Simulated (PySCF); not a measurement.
PySCF 2.14.0, B3LYP/def2-svp, df: Si(F)(Br)(Vi)2 (C=C[Si](F)(Br)C=C), 13 atoms. The geometry is a generated start, not checked to be a minimum at this level.

```json
{
  "task": "energy",
  "method": "b3lyp",
  "basis": "def2-svp",
  "two_electron_scheme": "density fitting",
  "mol.max_memory": "3000 MB",
  "mf.max_cycle": "100",
  "mf.init_guess": "minao (default)",
  "mf.DIIS": "CDIIS (default)",
  "mf.conv_tol": "1e-09 (default)",
  "mf.grids.level": "3 (default)",
  "basis_functions": "150",
  "grid_points": "169192"
}
```

```xyz
13

C     -2.3735     0.8540    -0.2317
C     -1.4809     0.4263     0.6471
Si    -0.0961    -0.7684     0.2464
F     -0.3434    -1.3662    -1.2295
Br    -0.2314    -2.5261     1.5960
C      1.6350    -0.0580     0.3250
C      2.4270     0.0742    -0.7281
H     -2.3528     0.5254    -1.2587
H     -3.1664     1.5344     0.0351
H     -1.5443     0.7773     1.6705
H      1.9943     0.2604     1.2957
H      2.1136    -0.2249    -1.7151
H      3.4189     0.4915    -0.6526
```

One run each on 2 threads, 1 BLAS thread. Values of diis_space tried: 3, 5, 8 (default), 12, 20.

**Question.** Predict the course of the Fock builds along this series.

**Answer.** Fewest Fock builds, within one of each other: 5 with 13, 8 (default) with 12, 12 with 12, 20 with 12. The count rises to 21 at 3. All converge to one solution.

| diis_space | Fock builds | end |
|---|---|---|
| 3 | 21 | same solution |
| 5 | 13 | same solution |
| 8 (default) | 12 | same solution |
| 12 | 12 | same solution |
| 20 | 12 | same solution |
